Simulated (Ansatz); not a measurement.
This Ansatz (a program for electronic structure) input is the reference run, C in the diamond structure (space group Fd-3m, No. 227), computed with r2SCAN (Ansatz), spin-orbit coupling left out:

Ansatz 0.2 input:
```yaml
crystal:
  lattice:
    - [0, 1.780140836, 1.780140836]
    - [1.780140836, 0, 1.780140836]
    - [1.780140836, 1.780140836, 0]
  atoms:
    - { symbol: C, position: [0.5, 0.5, 0.5] }
    - { symbol: C, position: [0.75, 0.75, 0.75] }
basis: { ecutwfc: 500, ecutrho_ratio: 4, xc_grid: 4, fft_grid_basis: typed }
kpoints: { mp_grid: { grid: [16, 16, 16] } }
hamiltonian:
  xc: r2scan
  dispersion: none
  pseudopotentials: { kind: paw }
scf: { occupations: { method: fermi_dirac, width: 0.05 }, convergence: { dr2_threshold: 0.0000000002 } }
output: { forces: true, stress: true }
```

### Question
Write the input for this change: uniaxial stress, 5 GPa compression along x, with the cell and atoms free to relax against it.

### Answer
Ansatz 0.2 input:
```yaml
crystal:
  lattice:
    - [0, 1.780140836, 1.780140836]
    - [1.780140836, 0, 1.780140836]
    - [1.780140836, 1.780140836, 0]
  atoms:
    - { symbol: C, position: [0.5, 0.5, 0.5] }
    - { symbol: C, position: [0.75, 0.75, 0.75] }
basis: { ecutwfc: 500, ecutrho_ratio: 4, xc_grid: 4, fft_grid_basis: typed }
kpoints: { mp_grid: { grid: [16, 16, 16] } }
hamiltonian:
  xc: r2scan
  dispersion: none
  pseudopotentials: { kind: paw }
scf: { occupations: { method: fermi_dirac, width: 0.05 } }
relax: { f_tol: 0.005, max_steps: 50, cell: { stress_tol: 0.01, sigma_target: [5, 0, 0, 0, 0, 0] } }
output: { forces: true, stress: true }
checkpoint: { write: state.ck, write_every: 1000 }
```
This is the input that was run.

Load acts through the strain it causes; cell and atoms are relaxed under it. sigma_target is in GPa, compression positive, in the order xx, yy, zz, yz, xz, xy. Beyond what the load breaks, stability against distortions was not tested.
